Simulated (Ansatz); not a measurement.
**GaN under a change: Ga → B**

Base system: GaN in the wurtzite structure (space group P6_3mc, No. 186; a = 3.183 Å, c = 5.184 Å).

Modification: B takes the place of Ga on all its sites, then cell and atoms are relaxed.

Computed with Kohn–Sham DFT with the r2SCAN functional, run in Ansatz (a program for electronic structure) with PAW and 500 eV plane waves, no spin-orbit coupling. Γ-centred 15×15×8 mesh, Fermi–Dirac width 0.05 eV, for the changed cell.

- Volume per atom: 5.90 Å³ (base 11.37 Å³)
- Density: 3.49 g/cm³ (base 6.11 g/cm³)
- Lattice parameter a: 2.544 Å (base 3.183 Å)
- c/a ratio: 1.654 (base 1.628)
- Space group: P6_3mc (No. 186) (base P6_3mc (No. 186))
- Shortest interatomic distance: 1.561 Å (base 1.946 Å)
- Band gap: 5.75 eV (base 2.35 eV)
- Gap character: indirect, Γ → K (base direct at Γ)
- Smallest direct gap: 9.00 eV (base 2.35 eV)
- Electron mass: 0.30 mₑ along c, 0.50 mₑ across (at K) (base 0.17 mₑ along c, 0.19 mₑ across (at Γ))
- Valence-band top at Γ (three highest levels, from the VBM): 0.00, 0.00, -0.27 eV (base 0.00, 0.00, -0.04 eV)

Cost of the whole job for the changed cell (relaxation, final SCF and bands): about 90 core-seconds (a rough figure).

Masses are band curvatures over ±0.01 Å⁻¹ around the edge. No phonon test of stability was made.
